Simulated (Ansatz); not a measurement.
The starting structures come from a database of crystals and need not be the phases stable at ambient conditions.

# Evanescent states of B6P (R-3m, not sure to be the ambient phase, 14 atoms a cell, 8.7 Å³ an atom) along the normal of (110)

The numbers are results of r2SCAN (plane waves, PAW; Ansatz, a first-principles code), not measurements.

No gap correction and no spin-orbit coupling; mid-gap values are interpolated between computed energies.

Energies count from the valence-band top; κ is the least over a 6×4 mesh across the current.

```csv
E (eV),κ (1/Å),where
0.07,0.151,Γ
0.21,0.207,Γ
0.35,0.228,off Γ
0.49,0.244,off Γ
0.63,0.258,off Γ
0.77,0.270,off Γ
0.91,0.281,off Γ
1.05,0.286,off Γ
1.19,0.291,off Γ
1.33,0.291,off Γ
1.47,0.290,off Γ
1.61,0.288,off Γ
1.75,0.283,off Γ
1.89,0.266,off Γ
2.03,0.246,off Γ
2.17,0.222,off Γ
2.31,0.192,off Γ
2.45,0.154,off Γ
2.59,0.096,off Γ
```

Problem. How thick must the barrier be to attenuate the transmission by 10^4 when the electrodes' Fermi level lies at 0.49 eV, and what attenuation does that film give at 1.47 eV?

Solution. d = 4 ln 10 / (2 × 0.244) = 18.9 Å. At 1.47 eV it gives 4 × 0.290/0.244 = 4.8 decades.
